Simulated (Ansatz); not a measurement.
## A self-consistent single point of YbAgBi (P6_3mc, 6 atoms in the cell) with Ansatz

Method of the run: LDA (PW92), default PAW files made with PBE (plane waves; Ansatz, an electronic-structure program).

Input:

Ansatz 0.2 input:
```yaml
# YbAgBi
crystal:
  lattice:
    - [4.902531, 0.000000, 0.000000]
    - [-2.451265, 4.245716, 0.000000]
    - [0.000000, 0.000000, 7.860447]
  atoms:
    - { symbol: Yb, position: [0.000000, 0.000000, 0.749190] }
    - { symbol: Yb, position: [0.000000, 0.000000, 0.249190] }
    - { symbol: Ag, position: [0.333333, 0.666667, 0.568850] }
    - { symbol: Ag, position: [0.666667, 0.333333, 0.068850] }
    - { symbol: Bi, position: [0.333333, 0.666667, 0.965960] }
    - { symbol: Bi, position: [0.666667, 0.333333, 0.465960] }
basis:
  ecutwfc: 420.0
kpoints:
  mp_grid: { grid: [7, 7, 3] }
hamiltonian:
  xc: lda
  pseudopotentials: { kind: paw }
scf:
  occupations: { method: gaussian, width: 0.1 }
output:
  forces: true
  eigenvalues: true
  stress: true
```

The program printed (abridged):

```
WARN the atoms were moved onto the symmetric positions of the space group found under crystal.symmetry.tolerance 1.0e-5 (fractional …
WARN ansatz: RAYON_NUM_THREADS=1 ignored (pool sized by the plan → 1); use --threads N
Pseudopotentials: kind: paw
Pseudopotential: Yb, paw, valence charge 24
Pseudopotential: Ag, paw, valence charge 19
Pseudopotential: Bi, paw, valence charge 15
Crystal: 6 atoms, lattice volume = 163.613 Å³
Basis set: ecut = 420 eV, 3249 PW (Γ)
Bands: 70, of which v1, the nominal top of the filled ones, is band 58 counted from 1 (57 counted from 0)
Symmetry: 12 space group operations
Space group: P63mc (ITA 186), of the structure as read, at distance tolerance 5.5e-5 Å
k-points: 16 of 147 (time reversal used)
PAW frozen core: Yb, regenerated for the run's functional, and the local potential with it
PAW frozen core: Ag, regenerated for the run's functional, and the local potential with it
PAW frozen core: Bi, regenerated for the run's functional, and the local potential with it
Initial density: superposition of atomic densities (neutral atoms: chi_scale 0, normalization atom), corrected by the library's trained network
Initial wavefunctions: pseudopotential atomic-orbital guess
Eigensolver: davidson
Functional: x = slater, c = lda
SCF iter   1: F=—  HF=-66212.362273 eV  |F-HF|=—  |Δ(HF+E_count)|=         —  Δρ=1.48e-2  dr2=3.53e-1  ethr=1.77e-3  ⟨swp⟩=7.1  Hψ=4864  notcnv=0  defer=3
all-band conjugate gradients solve this SCF's bands
preconditioner: auto → LDOS
SCF iter   2: F=—  HF=-66213.418807 eV  |F-HF|=—  |Δ(HF+E_count)|=    1.06e0  Δρ=1.28e-1  dr2=2.52e1  ethr=3.05e-4  ⟨swp⟩=3.7  Hψ=2650  notcnv=0  defer=75  recentre
SCF iter   3: F=—  HF=-66212.341899 eV  |F-HF|=—  |Δ(HF+E_count)|=    1.08e0  Δρ=1.29e-2  dr2=2.59e-1  ethr=3.05e-4  ⟨swp⟩=3.0  Hψ=2578  notcnv=0  defer=21
SCF iter   4: F=—  HF=-66212.306937 eV  |F-HF|=—  |Δ(HF+E_count)|=   3.50e-2  Δρ=5.80e-3  dr2=5.70e-2  ethr=2.23e-4  ⟨swp⟩=2.0  Hψ=2115  notcnv=0  defer=42
SCF iter   5: F=—  HF=-66212.307600 eV  |F-HF|=—  |Δ(HF+E_count)|=   6.63e-4  Δρ=6.05e-3  dr2=5.72e-2  ethr=4.91e-5  ⟨swp⟩=1.8  Hψ=1139  notcnv=0  defer=42
SCF iter   6: F=—  HF=-66212.301758 eV  |F-HF|=—  |Δ(HF+E_count)|=   5.84e-3  Δρ=3.21e-3  dr2=1.61e-2  ethr=4.91e-5  ⟨swp⟩=1.2  Hψ=1053  notcnv=0  defer=42
SCF iter   7: F=—  HF=-66212.301024 eV  |F-HF|=—  |Δ(HF+E_count)|=   7.34e-4  Δρ=2.44e-3  dr2=9.26e-3  ethr=1.39e-5  ⟨swp⟩=1.2  Hψ=1048  notcnv=0  defer=42
SCF iter   8: F=—  HF=-66212.300056 eV  |F-HF|=—  |Δ(HF+E_count)|=   9.68e-4  Δρ=7.60e-4  dr2=9.03e-4  ethr=7.98e-6  ⟨swp⟩=1.8  Hψ=1237  notcnv=0  defer=42
SCF iter   9: F=—  HF=-66212.299979 eV  |F-HF|=—  |Δ(HF+E_count)|=   7.67e-5  Δρ=1.99e-4  dr2=6.19e-5  ethr=7.78e-7  ⟨swp⟩=1.9  Hψ=1576  notcnv=0  defer=42
SCF iter  10: F=—  HF=-66212.299975 eV  |F-HF|=—  |Δ(HF+E_count)|=   4.08e-6  Δρ=2.12e-5  dr2=6.64e-7  ethr=5.34e-8  ⟨swp⟩=2.0  Hψ=1583  notcnv=0  defer=42
SCF iter  11: F=—  HF=-66212.299975 eV  |F-HF|=—  |Δ(HF+E_count)|=   3.02e-7  Δρ=7.34e-6  dr2=8.20e-8  ethr=8.62e-11  ⟨swp⟩=11.8  Hψ=7838  notcnv=0
SCF iter  12: F=-66212.299975 eV  HF=-66212.299975 eV  |F-HF|=2.66e-8  |Δ(HF+E_count)|=   2.12e-8  Δρ=5.37e-6  dr2=4.64e-8  ethr=7.07e-11  ⟨swp⟩=4.9  Hψ=4112  notcnv=0
SCF 1 converged in 12 iterations: F = -66212.299975 eV  dr2 = 4.64e-8
SCF converged after 12 iterations
Free energy (F): -66212.299975 eV
Harris-Foulkes:  -66212.299975 eV  (|F-HF|=2.66e-8)
Internal energy: -66212.291011 eV  (E = F + TS)
E sigma→0 (E₀):  -66212.295493 eV
Entropy (-TS):   -0.008964 eV (-1.494 meV/atom)
Fermi energy:    12.631827 eV
--- Per-component energies (eV) ---
  E_band       = -709.818099
  E_kinetic    = 2369.325505
  E_local      = -20691.300052  (includes V_loc(G=0)·N_el)
  E_nonlocal   = 2426.976046
  E_hartree    = 8769.851995
  E_xc         = -989.001640
  E_vxc        = -1160.712056  (∫ρ·V_xc dr)
  E_paw        = -42494.234843  (= ΣΔE_a)
  E_vpaw       = -1193.783023  (= ΣTr[D̂ρ^β])
  E_aug_tail   = -0.000538  (compensation charges beyond the density's cutoff)
  E_ewald      = -15609.714859
  E_core_change = 5.807376  (= ΣΔE_core)
  E_smearing   = -0.008964  (= −TS)
  E_closure    = 0.000000  (closes the sum)
  Σ components = -66212.299975   (vs F -66212.299975, Δ=0.00e0)
--- Forces (eV/Å), atoms counted from 1 ---
  atom   1  Yb    -0.00000000     0.00000000    -0.07271142
  atom   2  Yb     0.00000000    -0.00000000    -0.07271142
  atom   3  Ag    -0.00000000     0.00000000     0.07956939
  atom   4  Ag     0.00000000    -0.00000000     0.07956939
  atom   5  Bi    -0.00000000    -0.00000000    -0.00688109
  atom   6  Bi     0.00000000     0.00000000    -0.00688109
  max |Σ_I F_I| component: 4.62e-5 eV/Å
--- Stress (GPa, compression-positive) ---
       -6.225629       0.000000       0.000000
        0.000000      -6.225629       0.000000
        0.000000       0.000000      -5.747337
  P = ⅓ Tr σ = -6.0662 GPa (-60.662 kbar)
  The stress holds the Pulay correction. Without it, at fixed plane waves, as pw.x and ABINIT print it: P = -6.1049 GPa
--- Band table (eV; the first three rows and the last of 16) ---
  k-point 0: bands = ["-79.7705", "-79.7705", "-43.3349", "-43.3349", "-43.3349", "-43.3349", "-43.2720", "-43.2719", "-38.9917", "-38.9892", "-11.4944", "-11.4179", "-11.4179", "-11.4069", "-11.4069", "-11.3821", "-9.9585", "-9.9585", "-9.9575", [...]
  k-point 1: bands = ["-79.7705", "-79.7705", "-43.3349", "-43.3349", "-43.3349", "-43.3349", "-43.2720", "-43.2719", "-38.9911", "-38.9899", "-11.4667", "-11.4151", "-11.4151", "-11.4105", "-11.4096", "-11.4096", "-9.9577", "-9.9577", "-9.9571", [...]
  k-point 2: bands = ["-79.7705", "-79.7705", "-43.3349", "-43.3349", "-43.3349", "-43.3349", "-43.2720", "-43.2719", "-38.9917", "-38.9892", "-11.4941", "-11.4199", "-11.4177", "-11.4081", "-11.4080", "-11.3828", "-9.9596", "-9.9589", "-9.9572", [...]
  k-point 15: bands = ["-79.7705", "-79.7705", "-43.3350", "-43.3350", "-43.3349", "-43.3349", "-43.2719", "-43.2719", "-38.9909", "-38.9897", "-11.4666", "-11.4230", "-11.4212", "-11.4150", "-11.4144", "-11.4128", "-9.9621", "-9.9615", "-9.9596", [...]
```

The run converged in 12 iterations.

The starting cell comes from a database of computed structures (which also holds hypothetical and non-ambient phases and stackings), without a prior relaxation at this level. Its lattice was rescaled by up to half a per cent. Spin-orbit coupling is off. Spin polarisation is off. With a pressure of about -6 GPa the cell is away from its equilibrium volume at this level. Ansatz's pressure includes its estimate of the finite-basis (Pulay) stress.
